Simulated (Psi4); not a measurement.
Psi4 1.11, unrestricted HF/def2-svp: W(O)3 triplet ([O]=[W](=[O])=[O]), charge 0, multiplicity 3, 4 atoms. The geometry is a generated start, not checked to be a minimum at this level.

```json
{
 "task": "energy",
 "method": "scf",
 "basis": "def2-svp",
 "memory": "3 GB",
 "maxiter": "100",
 "keys_of_the_molecule_block": "symmetry c1",
 "scf_type": "df (default)",
 "guess": "auto, which took SAD (default)",
 "scf_initial_accelerator": "adiis (default)",
 "e_convergence": "1e-06 (default)",
 "d_convergence": "1e-06 (default)",
 "effective_core_potentials": "those of the basis set, past Kr",
 "basis_functions": "74"
}
```

```xyz
4

W      0.0004     0.0016     0.0023
O      1.5509    -0.3710    -0.6719
O     -0.5566    -0.8390     1.4099
O     -0.9947     1.2084    -0.7402
```

Charge 0 and multiplicity 3 are set for this test and not shown to be the ground state.

One run each on 2 threads. Values of diis_max_vecs tried: 3, 6, 10 (default), 20.

Problem. How does the count of SCF iterations change with diis_max_vecs, and where is it least?

Solution. Fewest SCF iterations: 20 with 60. The count rises to 99 at 10 (default). The run ends without SCF convergence in 100 iterations at 3, 6.

```tsv
diis_max_vecs	SCF iterations	end
3	100	no convergence
6	100	no convergence
10 (default)	99	same solution
20	60	same solution
```
